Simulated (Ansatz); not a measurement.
Consider HgTe in the zinc blende structure (space group F-43m, No. 216; a = 6.510 Å). Axes: x, y, z lie along the cube axes.

Level of theory: DFT with PBEsol, PAW potentials and a 420 eV plane-wave cutoff in Ansatz (a quantum-chemistry and plane-wave program), no spin-orbit coupling.

Base values:

The pressure is 0.0 GPa and the shortest interatomic distance is 2.819 Å.

One thing is altered: the cell is stretched by 5.66 % along x with no lateral relaxation, atoms relaxed at fixed cell.

**Question.** What happens to the energy relative to the base?

**Answer.** The energy grows by 17 meV/atom.

**Question.** What happens to the pressure?

**Answer.** The pressure (mean of the normal stresses, compression positive) goes from zero to -2.0 GPa.

**Question.** Estimate the effect on the shortest interatomic distance.

**Answer.** The shortest interatomic distance goes up by 0.054 Å (2.819 Å → 2.873 Å).

The mesh was chosen for an insulator and is coarse for the gapless case. The cells carry an imposed strain or load. No phonon test of stability was made. All final runs are without spin polarisation.
